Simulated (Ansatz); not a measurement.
H on the 1x1 (110) surface of bcc Ta, one in a 2x2 cell, energies for each (31.2 Å²). Energies are against ½ H2(g), without zero-point or thermal terms; each row is named by its start.

All values below come from PBE (plane waves to 420 eV, PAW; Ansatz, a program for electronic structure).

Problem. Which site binds most strongly?
A) top Ta
B) hollow Ta-Ta-Ta
C) bridge Ta-Ta (span 3.3 Å)
D) bridge Ta-Ta (span 2.9 Å)

Solution. B, hollow Ta-Ta-Ta. Adsorption energies: hollow Ta-Ta-Ta -0.97 eV; bridge Ta-Ta (span 3.3 Å) -0.82 eV; bridge Ta-Ta (span 2.9 Å) -0.71 eV; top Ta 0.26 eV.
